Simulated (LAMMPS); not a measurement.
An MD run on KF (rock salt), 1000 atoms, at 520 K and 0 GPa, heated as the crystal.

Model: classical MD, pair style eim, file ffield.eim; code LAMMPS.

Starting crystal:

```cif
data_F4K4
_chemical_formula_sum 'K4 F4'
_space_group_name_H-M_alt 'Fm-3m'
_space_group_IT_number 225
_space_group_name_Hall '-F 4 2 3'
_cell_length_a 5.35000
_cell_length_b 5.35000
_cell_length_c 5.35000
_cell_angle_alpha 90.000
_cell_angle_beta 90.000
_cell_angle_gamma 90.000
loop_
_atom_site_label
_atom_site_type_symbol
_atom_site_symmetry_multiplicity
_atom_site_Wyckoff_symbol
_atom_site_fract_x
_atom_site_fract_y
_atom_site_fract_z
_atom_site_occupancy
K1 K 4 a 0.00000 0.00000 0.00000 1
F1 F 4 b 0.50000 0.50000 0.50000 1
```

Task: Give the coordination number of F by K, the density, the first peak of g(r), F-K as this potential yields it.

Result: coordination number of F by K: 6.00 (counted to 3.66 Å); density: 2.5153 ± 0.0001 g/cm³; first peak of g(r), F-K: 2.67 Å, height 13.8.
